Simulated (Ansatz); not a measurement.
Take MoSi$_{2}$ (space group I4/mmm, No. 139; a = 3.174 Å, c = 7.779 Å; relaxed with 0.1 eV smearing) as the base. Axes: x, y, z lie along a, b, c of the conventional cell.

All numbers come from Ansatz (an electronic-structure program), LDA, PAW, cutoff 420 eV, scalar-relativistic without spin-orbit coupling.

Base values:

```
Item               Result
---------------  --------
Volume per atom  13.06 Å³
```

One thing is altered: biaxial strain +2.50 %, plane normal [001], relaxed out of plane (Cartesian); in-plane vectors clamped, the third vector and the atoms free.

**Question.** How does this affect the in-plane stress, energy relative to the base and volume per atom?

**Answer.** The mean in-plane stress (compression positive) amounts to -11.6 GPa; the energy grows by 25 meV/atom; the volume per atom goes up by 0.55 Å³ (13.06 Å³ → 13.61 Å³).

Stability against distortions was not tested. All final runs are without spin polarisation.
